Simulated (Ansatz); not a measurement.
SrTiO$_{3}$ under load (space group P4/mmm), PBEsol, rigid bands run with Ansatz (an electronic-structure program). Condition of this run: uniaxial stress zz = 3 GPa (compression positive) (the target of the relaxation). Band gap 1.84 eV, N_c = 4.85e19 cm⁻³ and N_v = 2.14e20 cm⁻³ at 300 K, conductivity masses along y (a = (3.90, 0.00, 0.00) Å; b = (0.00, 3.90, 0.00) Å; c = (0.00, 0.00, 3.85) Å) of 0.552 mₑ (electrons) and 1.99 mₑ (holes). Take k_BT = 0.02585 eV.

Task: What built-in voltage has an abrupt junction with N_A = 1e16 and N_D = 1e17 cm⁻³, all dopants ionised?

Result: V_bi = E_g/e − (k_BT/e) ln(N_c N_v/(N_A N_D)) = 1.84 − 0.02585 × 16.16 = 1.42 V, for the computed gap.

Task: Find the intrinsic carrier density and the intrinsic Fermi level.

Result: n_i = √(N_c N_v) exp(−E_g/2k_BT) = 1.02e20 × exp(−35.59) = 3.6e4 cm⁻³. The level lies (k_BT/2) ln(N_v/N_c) = 19 meV from mid-gap (positive towards the conduction band). Each 0.1 eV added to the gap lowers n_i by a factor of 6.9.

Task: What thermal injection velocity √(2k_BT/πm) limits a ballistic channel along the direction named?

Result: 7.24e6 cm/s for electrons and 3.81e6 cm/s for holes, a ratio of √(m_h/m_e) = 1.90, for dilute carriers.

Rigid bands with the computed gap; masses take one relaxation time for all states. Spin-orbit coupling is left out; where it splits the top of the valence band, N_v and the p-type Seebeck coefficient come out somewhat high without it.
